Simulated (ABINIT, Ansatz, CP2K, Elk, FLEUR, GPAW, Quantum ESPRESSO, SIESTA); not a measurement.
# One structure in several programs: LiCuS₂ (Pnnm, 8 atoms in the cell)

Self-consistent single point.

```
CELL_PARAMETERS angstrom
      5.96554     0.00000     0.00000
      0.00000     6.65461     0.00000
      0.00000     0.00000     3.37499
ATOMIC_POSITIONS crystal
  Li 0.00000 0.50000 0.50000
  Li 0.50000 0.00000 0.00000
  Cu 0.00000 0.00000 0.00000
  Cu 0.50000 0.50000 0.50000
  S  0.18406 0.85406 0.50000
  S  0.81594 0.14594 0.50000
  S  0.68406 0.64594 0.00000
  S  0.31594 0.35406 0.00000
```

All programs got the same cell, k-point mesh and kind of occupations (some realise fixed ones as a very narrow smearing) (in Ansatz's words: kpoints.mp_grid.grid = 3 3 5; scf.occupations.method = fixed); potentials, basis and cutoffs are each program's usual ones.

```csv
code,model,pressure (GPa),largest force (eV/Å),gap on the mesh (eV),k-points,cutoff
FLEUR,"PBEsol, all-electron FLAPW (FLEUR), scalar-relativistic valence",–,0.184,0.565,12,Kmax 4.3 1/bohr
ABINIT,"PBEsol, PAW (JTH v2.0 PBE PAW, files made for PBE)",-2.89,0.190,0.557,12,30 Ha
CP2K,"PBEsol, GPW, DZVP-MOLOPT-SR-GTH basis, GTH-PBE potentials (GTH_POTENTIALS)",-1.71,0.062,0.582,23,grid 600 Ry
Elk,"PBEsol, all-electron FP-LAPW, Elk's shipped species files, APW+lo basis with extra local orbitals",–,–,0.553,12,rgkmax 7.5
Quantum ESPRESSO,"PBEsol, GBRV 1.5 ultrasoft (PBESOL) pseudopotentials",-3.11,0.193,0.586,12,50 Ry
SIESTA,"GGA PBEsol, numerical atomic orbitals DZP, PseudoDojo PBEsol standard norm-conserving potentials (rewritten from UPF to PSML)",-2.54,0.133,0.503,23,grid 300 Ry
GPAW,"PBEsol, GPAW PAW datasets PBEsol (made by gpaw-setup)",-2.45,0.109,0.543,12,800 eV
Ansatz,"PBEsol, PAW files made with PBE",-2.92,0.202,0.559,12,30.9 Ry
```

A dash marks a value that a program does not give, or that is left out as unsure.

Gaps are read on the mesh.

The spread over the programs that give each value: pressure within 1.40 GPa; largest force within 0.140 eV/Å; gap on the mesh within 0.083 eV.

The starting cell comes from a database of computed structures (which also holds hypothetical and non-ambient phases and stackings), without a prior relaxation at this level.

### Question
Why do the programs differ, and what cannot be compared?

### Answer
Differences of this kind can come from the potentials, where these differ, and from what each basis and cutoff leave unconverged. The valence holds different numbers of electrons (FLEUR 48, ABINIT 68, CP2K 52, Quantum ESPRESSO 68, SIESTA 68, GPAW 48, Ansatz (a quantum-chemistry and plane-wave program) 68). The zero of total energies and Fermi levels follows the potentials and each program's conventions, so they are not compared here. CP2K and SIESTA use small atom-centred bases, whose incompleteness enters pressures, forces and empty levels differently from a plane-wave cutoff. FLEUR and Elk treat all electrons, but the usual bases taken here (sphere radii, linearisation, local orbitals, empty states) were not tested for convergence, so the values are no reference for the others. Ansatz's pressure is given at a fixed set of plane waves, as the other plane-wave codes print theirs; with its correction for the finite basis it is -2.88 GPa. The programs reduce the same mesh by symmetry to different extents, which changes the work and not the result. In the pressure, CP2K (by 1.20) lies more than 1 GPa from the median of the plane-wave programs. In the force vectors, CP2K (by 0.215), SIESTA (by 0.312) and GPAW (by 0.084) lie more than 0.08 eV/Å from the median of the plane-wave programs.

Keys are those of Ansatz 0.2.
